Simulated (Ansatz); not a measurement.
Given:

```yaml
crystal:
  lattice:
    - [3.86719, 0.00000, 0.00000]
    - [0.00000, 3.86719, 0.00000]
    - [1.93360, -1.93360, 4.73163]
  atoms:
    - { symbol: Ti, position: [0.25000, 0.25000, 0.50000] }
    - { symbol: Ti, position: [0.00000, 0.00000, 0.00000] }
    - { symbol: O, position: [0.45942, 0.04058, 0.08116] }
    - { symbol: O, position: [0.20942, 0.79058, 0.58116] }
    - { symbol: O, position: [0.79058, 0.20942, 0.41884] }
    - { symbol: O, position: [0.04058, 0.45942, 0.91884] }
```

No spin polarisation.

Method: PBE in Ansatz (plane waves to 420 eV, PAW, scalar-relativistic without spin-orbit coupling). Settings: 12×12×12 k-points, 0.05 eV Fermi–Dirac smearing.

**Question.** Estimate the smallest direct gap.

**Answer.** 2.33 eV.

**Question.** What is the computed band gap?

**Answer.** 1.98 eV.

**Question.** Predict the gap character.

**Answer.** Indirect, Γ–X (87 % along) → Γ.

The cells carry an imposed strain or load. Whether these cells are dynamically stable was not tested. All final runs are without spin polarisation. The cell was made from TiO2 in the anatase structure (space group I4_1/amd, No. 141) by this change: biaxial strain +1.80 %, plane normal [001], relaxed out of plane.

Ansatz is an electronic-structure program.
